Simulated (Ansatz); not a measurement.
# ZnS: response to strain

Consider ZnS in the zinc blende structure (space group F-43m, No. 216; a = 5.389 Å). Axes: x, y, z lie along the cube axes.

Strains are applied to the cell and any free atomic positions relax; under biaxial strain the out-of-plane vector relaxes too; under stress the whole cell relaxes.

Levels (all Ansatz, a program for electronic structure, PAW): r2SCAN (500 eV, no spin-orbit coupling); HSE06 (420 eV, spin-orbit coupling left out).

Band gaps by level, all at the geometries relaxed with r2SCAN:

```csv
case,r2SCAN,HSE06
base,2.70 eV,3.37 eV
"biaxial strain −1.25 %, plane normal [001], relaxed out of plane",2.71 eV,3.39 eV
isotropic strain +1.88 %,2.45 eV,3.11 eV
uniaxial strain ε_xx = −0.38 %,2.71 eV,3.38 eV
uniaxial strain ε_yy = +0.56 %,2.67 eV,3.34 eV
"uniaxial stress, 1 GPa compression along z",2.67 eV,3.34 eV
```

Single points use the geometry relaxed with r2SCAN. Beyond what the load breaks, stability against distortions was not tested.
